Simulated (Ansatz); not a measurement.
Zr2C (model structure, started from the Cu2Sb type, P4/nmm, No. 129, 6 atoms in the cell) was calculated with PBEsol (Ansatz, a quantum-chemistry and plane-wave program, PAW).

Run with plane-wave cutoff 520 eV, 12×12×8 k mesh (along the axes of the cell as run), Fermi–Dirac smearing 0.05 eV, scalar-relativistic PAW data made under PBE.

Cell (relaxed at this level):

```yaml
crystal:
  lattice:
    - [3.60217, 0.00000, 0.00000]
    - [0.00000, 3.60217, 0.00000]
    - [0.00000, 0.00000, 6.90285]
  atoms:
    - { symbol: Zr, position: [0.00000, 0.00000, 0.00000] }
    - { symbol: Zr, position: [0.50000, 0.50000, 0.00000] }
    - { symbol: Zr, position: [0.50000, 0.00000, 0.36979] }
    - { symbol: Zr, position: [0.00000, 0.50000, 0.63021] }
    - { symbol: C, position: [0.50000, 0.00000, 0.72929] }
    - { symbol: C, position: [0.00000, 0.50000, 0.27071] }
```

**Question.** What does this level give for the bulk modulus B0?

**Answer.** 
- bulk modulus B0 = 170 GPa

The run finds no gap.

Note: the bulk modulus is −V dP/dV from two relaxed cells at ±2 % in volume; the relaxation could raise the start's symmetry but not lower it, so the cell can be a saddle point.

Computing time: around 9 core-minutes (rough).

A model structure was made by putting elements into a prototype or built by hand; it is no filed structure, need not be a known phase, and can be a saddle point held by its symmetry.
